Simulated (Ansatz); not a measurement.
The reference is HfS2 in the rutile structure (space group P4_2/mnm, No. 136; a = 6.024 Å, c = 3.652 Å; a hypothetical phase, not in the database extracts checked).

Perturbation: a hydrostatic pressure of 9 GPa.

Levels (all Ansatz, a program for electronic structure, PAW, earlier PAW set): PBEsol (420 eV, spin-orbit coupling left out); HSE06 (420 eV, scalar-relativistic without spin-orbit coupling); PBEsol+SOC (600 eV, with spin-orbit coupling).

One geometry, relaxed with PBEsol, under each level:

```tsv
level	band gap
PBEsol	zero
HSE06	0.84 eV
PBEsol+SOC	zero
```

Single points use the geometry relaxed with PBEsol. Their cutoffs differ, which shifts pressures a little. The hybrid gap comes from the SCF mesh plus the semilocal run's edge points and a few special points and is an upper bound. The spin-orbit shifts are approximate. Spin-orbit coupling, missing from the scalar runs, can matter with Hf. Load acts through the strain it causes; cell and atoms are relaxed under it. No phonon test of stability was made. Competing high-pressure phases were not computed. The runs without spin-orbit coupling are not spin-polarised. Gaps under 0.05 eV, about the width of the smearing, are given as zero. The zero or small gap of HfS2 can change with the level of theory.
